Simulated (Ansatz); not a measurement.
System: MgS (P6₃mc, No. 186, 4 atoms in the cell; start mp-1185942; a measured phase of this formula has another space group). Method: r²SCAN (Ansatz, a quantum-chemistry and plane-wave program, PAW).

Numerical settings: plane-wave cutoff 560 eV, 12×12×6 k mesh (along the axes of the cell as run), Fermi–Dirac smearing 0.01 eV, scalar-relativistic PAW data made under PBE.

Cell (relaxed at this level):

```
MgS
1.0
    4.02822     0.00000     0.00000
   -2.01411     3.48854     0.00000
    0.00000     0.00000     6.45609
Mg S
2 2
Direct
  0.66667   0.33333   0.49718
  0.33333   0.66667   0.99718
  0.33333   0.66667   0.37781
  0.66667   0.33333   0.87781
```

Task: Estimate the band gap and bulk modulus B0 that the calculation returns.

Result: 
band gap: 4.15 eV (on the SCF k mesh)
bulk modulus B0: 59.9 GPa

Note: the relaxation could not lower the start's symmetry, so the cell can be a saddle point above a distorted one; the bulk modulus is −V dP/dV from two relaxed cells at ±2 % in volume.

The computed numbers hold no vibrational or temperature effects.

The result took around 50 core-seconds (rough).

A start named mp-… is a Materials Project structure, which need not be a measured phase.
